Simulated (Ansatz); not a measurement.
System: WB (Cmcm, No. 63; structure not from a measured cell). Method: r²SCAN (Ansatz, a program for electronic structure, PAW).

Run with plane-wave cutoff 600 eV, 20×20×20 k mesh, Fermi–Dirac smearing 0.07 eV (set by the program), no spin polarisation, scalar-relativistic PAW data made under PBE.

Computed at the level's own relaxed cell.

Hill averages of the elastic tensor: K = 358.9 GPa, G = 208.8 GPa. Volume 10.345 Å³/atom, mean atomic mass 97.326 u.

**Question.** Work out the density, the sound velocities of a polycrystal and the elastic Debye temperature at this level.

**Answer.** ρ = 1.66054 × 97.326/10.345 = 15.622 g/cm³. v_l = √[(K + 4G/3)/ρ] = 6.387 km/s and v_t = √(G/ρ) = 3.656 km/s. The mean follows from 3/v_m³ = 1/v_l³ + 2/v_t³: v_m = 4.062 km/s. Θ_D = (ħ/k_B) v_m (6π²/V)^(1/3) = 76.38 K Å s/km × 4.062 × 1.7888 Å⁻¹ = 555 K, counting all atoms of the cell.

Note: the relaxation could not lower the start's symmetry, so the cell can be a saddle point above a distorted one.
